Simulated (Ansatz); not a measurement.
Input and output of a self-consistent single point for La₃Ag (P6_3/mmc, 8 atoms in the cell) (Ansatz, a first-principles code).

Computed with LDA (PW92), PAW files made with PBE (plane waves; Ansatz).

The change in words: lattice scaled by 0.98. Reference geometry:
```xyz
8
Lattice="7.3324 0.0000 0.0000 -3.6662 6.3501 0.0000 0.0000 0.0000 5.4876" Properties=species:S:1:pos:R:3 pbc="T T T"
La     1.9452     1.1230     4.1157
La     1.7211     5.2270     1.3719
La     0.0000     2.2461     1.3719
La     3.6662     4.1040     4.1157
La     5.3873     1.1230     4.1157
La    -1.7211     5.2270     1.3719
Ag     3.6662     2.1167     1.3719
Ag     0.0000     4.2334     4.1157
```

Reference input (self-consistent single point, DFT, LDA (PW92), plane waves, PAW files made with PBE): kpoints.mp_grid.grid = 3 3 4; hamiltonian.xc = lda; hamiltonian.pseudopotentials = {kind: paw} (the program's default PAW files); scf.occupations.method = gaussian; scf.occupations.width = 0.0073 Ry. This run's input differs from it in these lines:

Ansatz 0.2 input:
```diff
@@ -2,14 +2,14 @@
   lattice:
-    - [7.332441, 0.000000, 0.000000]
-    - [-3.666220, 6.350080, 0.000000]
-    - [0.000000, 0.000000, 5.487611]
+    - [7.185792, 0.000000, 0.000000]
+    - [-3.592896, 6.223078, 0.000000]
+    - [0.000000, 0.000000, 5.377859]
   atoms:
-    - { symbol: La, position_ang: [1.945168, 1.123043, 4.115708] }
-    - { symbol: La, position_ang: [1.721053, 5.227037, 1.371903] }
-    - { symbol: La, position_ang: [0.000000, 2.246087, 1.371903] }
-    - { symbol: La, position_ang: [3.666221, 4.103993, 4.115708] }
-    - { symbol: La, position_ang: [5.387273, 1.123043, 4.115708] }
-    - { symbol: La, position_ang: [-1.721052, 5.227037, 1.371903] }
-    - { symbol: Ag, position_ang: [3.666224, 2.116691, 1.371903] }
-    - { symbol: Ag, position_ang: [-0.000003, 4.233389, 4.115708] }
+    - { symbol: La, position_ang: [1.906265, 1.100582, 4.033394] }
+    - { symbol: La, position_ang: [1.686631, 5.122496, 1.344465] }
+    - { symbol: La, position_ang: [0.000000, 2.201165, 1.344465] }
+    - { symbol: La, position_ang: [3.592896, 4.021913, 4.033394] }
+    - { symbol: La, position_ang: [5.279527, 1.100582, 4.033394] }
+    - { symbol: La, position_ang: [-1.686631, 5.122496, 1.344465] }
+    - { symbol: Ag, position_ang: [3.592900, 2.074357, 1.344465] }
+    - { symbol: Ag, position_ang: [-0.000004, 4.148721, 4.033394] }
 kpoints:
```

Log, with long lists cut:

```
SCF iter   1: F=—  HF=-51420.242164 eV  |F-HF|=—  |Δ(HF+E_count)|=         —  Δρ=4.54e-1  dr2=1.10e3  ethr=3.10e-3  ⟨swp⟩=6.1  Hψ=2787  notcnv=0
all-band conjugate gradients solve this SCF's bands
preconditioner: auto → Kerker (q_TF=auto, 2.373 Å⁻¹)
SCF iter   2: F=—  HF=-51376.832704 eV  |F-HF|=—  |Δ(HF+E_count)|=    4.34e1  Δρ=8.84e-2  dr2=1.41e1  ethr=3.10e-3  ⟨swp⟩=14.0  Hψ=3815  notcnv=0  defer=3
   [... lines left out ...]
SCF iter   8: F=—  HF=-51374.240471 eV  |F-HF|=—  |Δ(HF+E_count)|=   2.15e-3  Δρ=6.44e-4  dr2=2.20e-3  ethr=1.31e-5  ⟨swp⟩=2.1  Hψ=713  notcnv=0  defer=24
SCF iter   9: F=—  HF=-51374.240043 eV  |F-HF|=—  |Δ(HF+E_count)|=   4.29e-4  Δρ=1.94e-4  dr2=2.22e-4  ethr=2.12e-6  ⟨swp⟩=2.0  Hψ=861  notcnv=0  defer=24
SCF iter  10: F=—  HF=-51374.239972 eV  |F-HF|=—  |Δ(HF+E_count)|=   7.01e-5  Δρ=5.93e-6  dr2=1.49e-7  ethr=9.62e-11  ⟨swp⟩=23.7  Hψ=5416  notcnv=0
SCF iter  11: F=-51374.239972 eV  HF=-51374.239972 eV  |F-HF|=1.46e-9  |Δ(HF+E_count)|=   2.31e-8  Δρ=1.37e-6  dr2=5.01e-9  ethr=9.62e-11  ⟨swp⟩=5.0  Hψ=1974  notcnv=0
SCF 1 converged in 11 iterations: F = -51374.239972 eV  dr2 = 5.01e-9
Free energy (F): -51374.239972 eV
Internal energy: -51374.185278 eV  (E = F + TS)
E sigma→0 (E₀):  -51374.212625 eV
Entropy (-TS):   -0.054694 eV (-6.837 meV/atom)
Fermi energy:    12.328790 eV
--- Forces (eV/Å), atoms counted from 1 ---
  atom   1  La     0.11897965     0.06869293    -0.00000000
  atom   2  La    -0.11897965    -0.06869293     0.00000000
  atom   3  La    -0.00000000     0.13738587     0.00000000
  atom   4  La     0.00000000    -0.13738587    -0.00000000
  atom   5  La    -0.11897965     0.06869293     0.00000000
  atom   6  La     0.11897965    -0.06869293    -0.00000000
  atom   7  Ag    -0.00000000     0.00000000     0.00000000
  atom   8  Ag     0.00000000    -0.00000000    -0.00000000
--- Stress (GPa, compression-positive) ---
       -2.890335       0.000000       0.000000
        0.000000      -2.890335      -0.000000
        0.000000      -0.000000      -3.772757
  P = ⅓ Tr σ = -3.1845 GPa (-31.845 kbar)
  The stress holds the Pulay correction. Without it, at fixed plane waves, as pw.x and ABINIT print it: P = -3.1974 GPa
```

The run converged in 11 iterations. Against the reference run the free energy goes down by 48.5 meV/atom, the pressure goes from -4.99 to -3.18 GPa and the largest force stays at 0.137 eV/Å.

The starting cell comes from a database of computed structures (which also holds hypothetical and non-ambient phases and stackings), without a prior relaxation at this level. Its lattice was rescaled by a random factor within 2.5 % of one. For this run, on top of that: lattice scaled by 0.98. With a pressure of about -3 GPa the cell is away from its equilibrium volume at this level. Ansatz's pressure includes its estimate of the finite-basis (Pulay) stress.
